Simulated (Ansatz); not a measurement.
# Rb: energy against strain

Rb (bcc, Im-3m, 86.464 Å³/atom at rest) under an equal strain ε in the (001) plane with the normal axis free, as in a coherent film. PBEsol in Ansatz, a plane-wave DFT program (PAW, default set), 420 eV, 17×17×17 Γ-centred mesh, Fermi-Dirac smearing 0.10 eV; ions are relaxed within the symmetry of each cell.

Here s stands for strain and y for E less E0.

```csv
strain (%),E less E0 (meV/atom)
-1.50,0.12
-1.00,0.05
-0.50,0.01
0.00,0.00
0.50,0.02
1.00,0.09
1.50,0.20
3.00,?
```

Task: Using a parabola, estimate the missing y at s = 3.00 from the other rows, showing the fit.

Result: Least squares gives y = -0.002 + 0.0236·s + 0.0719·s². Residuals (row less fit): -0.004, 0.004, 0.006, 0.002, -0.008, -0.004, 0.005; standard error 0.006 (degrees of freedom: 4). Twice the quadratic coefficient over the volume, 2 × 0.0719 meV × 10⁴ × 0.1602 / 86.464 Å³, is twice the biaxial elastic modulus of this plane = 2.7 ± 0.1 GPa. At the withheld row, y = -0.002 + 0.0236 × 3.0 + 0.0719 × 3.0² = 0.716 meV/atom. The calculation gives 0.87 meV/atom, 0.154 meV/atom above the prediction (17.7 % of the range of y in the table). The row lies outside the fitted rows, so this is an extrapolation. From the scatter of the fitted rows alone, a prediction at this place has a standard error of 0.025 meV/atom, so the miss is 6.2 times that.

One order more, fitted to all 13 runs of the series, follows each within 0.01, so the miss is the next term of a smooth law. In a metal these values are sensitive to mesh and smearing; energies are taken to zero smearing, stresses follow the free energy. Rows are the converged runs of the series near zero and its far end; series whose fitted rows scatter by over a few per cent of the range, as at a crossing or softening among them, aren't shown in this form. Most that stay on the fit to the last digits aren't either.
